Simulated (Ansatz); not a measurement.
We consider C11b MoSi2, described by rVV10 (Ansatz, a quantum-chemistry and plane-wave program, plane waves, PAW).

Run with plane-wave cutoff 520 eV, 24×24×24 k mesh, Fermi–Dirac smearing 0.05 eV, no spin polarisation, scalar-relativistic PAW data made under PBE.

Shape and atoms are relaxed at each volume.

Pressure at four volumes; x = ln(V/13.735 Å³). One pressure is withheld.

| V (Å³/atom) | x | P (GPa) |
|---|---|---|
| 13.186 | -0.0408 | 8.77 |
| 13.735 | 0.0000 | 0.01 |
| 14.010 | 0.0198 | -3.69 |
| 14.284 | 0.0392 | ? |

Problem. Pass a parabola P(x) through the three rows shown, estimate the bulk modulus and its pressure derivative near zero pressure, and predict the withheld pressure.

Solution. Slopes between the rows: (0.01 − (8.77))/(0.0000 − (-0.0408)) = -214.71 and (-3.69 − (0.01))/(0.0198 − (0.0000)) = -186.87 GPa. Their difference over the span 0.0606 is c = 27.84/0.0606 = 459.4 GPa, so P(x) = 8.77 + (-214.71)(x − (-0.0408)) + 459.4 (x − (-0.0408))(x − (0.0000)). At the middle row B = −dP/dx = −[-214.71 + 459.4 × 0.0408] = 196.0 GPa, and B′ = dB/dP = 2c/B = 4.7. At x = 0.0392 the parabola gives -6.97 GPa; the run gives -6.99 GPa. The Birch–Murnaghan fit to the energies at all volumes has B0 = 195 GPa and B′ = 4.6.

Measured, for comparison: bulk modulus 222 ± 2 GPa (room temperature, no zero-point or thermal correction, B' = 4; as tabulated in Structural stability of MoSi2 and Mo5Si3 under high pressure, Chin. Phys. B 26 …). Computed (rounded) less measured: bulk modulus -12 %.

Note: the bulk modulus comes from volumes at which shape and atoms were relaxed.
